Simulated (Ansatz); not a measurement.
The starting structures come from a database of crystals and need not be the phases stable at ambient conditions.

 Where the default PAW files enter, the runs use the earlier of Ansatz's two default sets.

Inside the gap of an insulator the Bloch states are evanescent, with a wavenumber k + iκ along the transport direction.

Input:

```
CELL_PARAMETERS angstrom
      4.64853     0.00000     0.00000
     -2.32427     4.02575     0.00000
      0.00000     0.00000    10.76145
ATOMIC_POSITIONS crystal
  Na 0.00000 0.00000 0.00000
  Na 0.00000 0.00000 0.50000
  Na 0.33333 0.66667 0.25000
  Na 0.66667 0.33333 0.75000
  Se 0.33333 0.66667 0.63636
  Se 0.66667 0.33333 0.36364
  Se 0.66667 0.33333 0.13636
  Se 0.33333 0.66667 0.86364
```

Space group of this cell: P6_3/mmc. The cell is taken as given.

Transport runs along the normal of the first two printed cell vectors, the (001) plane of the conventional cell.

The gap is the functional's own. No spin-orbit coupling. Mid-gap values are interpolated on the energy grid.

Q: Estimate the band gap and the smallest decay constant κ at mid-gap that r2SCAN in Ansatz (an electronic-structure program) returns for this system.

A: Gap 0.84 eV on a 12×12×4 mesh; κ = 0.154 1/Å, at the zone centre.
